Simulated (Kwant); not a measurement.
Model system: quantum point contact (saddle potential) in a GaAs two-dimensional gas. Effective mass 0.067 mₑ, grid spacing 10 nm, hard walls, nominal width 300 nm (29 grid rows, so walls 300 nm apart), one parabolic valley, scattering region 900 nm long along x; energies count from the band bottom; Fermi energy swept from 3.118e-05 to 0.0004953 eV. Potential (V0 + ½k y²) cos²(πx/L) for |x| < L/2, with V0 = 0.00019 eV, k = 1.5e-07 eV/nm², L = 430 nm. Perpendicular field 0.06 T, also in the leads; orbital effect alone.

Constants are typed, rounded textbook-type inputs, not results; the design itself was drawn at random and stands for no fabricated device.

Kwant, effective-mass tight-binding model on a square grid, one spin, coherent transport at 0 K. Conductance is in e²/h.

Sweep values stay those of the base run.

Base results: G (e²/h) at E = 0.3742 meV 0.30; G (e²/h) at E = 0.1455 meV 7.3e-5; G (e²/h) at E = 0.2599 meV 0.0063; G (e²/h) at E = 0.4953 meV 0.96.

**Question.** What follows from this one change: curvature of the confinement 1.5e-07 → 1.3e-07 eV/nm²?

**Answer.** G at E = 0.3742 meV 0.30 → 0.41 e²/h; G at E = 0.1455 meV 7.3e-5 → 0.00011 e²/h; G at E = 0.2599 meV 0.0063 → 0.0098 e²/h; G at E = 0.4953 meV little changed (0.98 e²/h).

**Question.** What follows from this one change: length of the gated region 430 → 110 nm?

**Answer.** G at E = 0.3742 meV 0.30 → 0.74 e²/h; G at E = 0.1455 meV 7.3e-5 → 0.17 e²/h; G at E = 0.2599 meV 0.0063 → 0.49 e²/h; G at E = 0.4953 meV 0.96 → 1.03 e²/h.

**Question.** What follows from this one change: magnetic field 0.06 → 0.046 T?

**Answer.** G at E = 0.3742 meV 0.30 → 0.32 e²/h; G at E = 0.1455 meV 7.3e-5 → 9.9e-5 e²/h; G at E = 0.2599 meV little changed (0.0072 e²/h); G at E = 0.4953 meV little changed (0.96 e²/h).
